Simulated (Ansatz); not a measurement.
Consider the following.

```yaml
crystal:
  lattice:
    - [3.03238, 0.00000, 0.00000]
    - [-1.51619, 2.62612, 0.00000]
    - [0.00000, 0.00000, 3.12711]
  atoms:
    - { symbol: Ti, position: [0.00000, 0.00000, 0.00000] }
    - { symbol: B, position: [0.66667, 0.33333, 0.50000] }
    - { symbol: B, position: [0.33333, 0.66667, 0.50000] }
```

No spin polarisation.

All numbers come from DFT with PBE, PAW potentials and a 420 eV plane-wave cutoff in Ansatz (a program for electronic structure), no spin-orbit coupling. Settings: 22×22×18 k-points, 0.1 eV Fermi–Dirac smearing.

Predict the stress and band gap.

The stress (xx, yy, zz, yz, xz, xy; compression positive) comes out as (3.5, 3.5, 14.7, 0.0, 0.0, 0.0) GPa and the band gap is zero.

The cells carry an imposed strain or load. Stability against distortions was not tested. All final runs are without spin polarisation. The cell was made from TiB₂ (space group P6/mmm, No. 191) by this change: uniaxial strain ε_zz = −3.00 %.
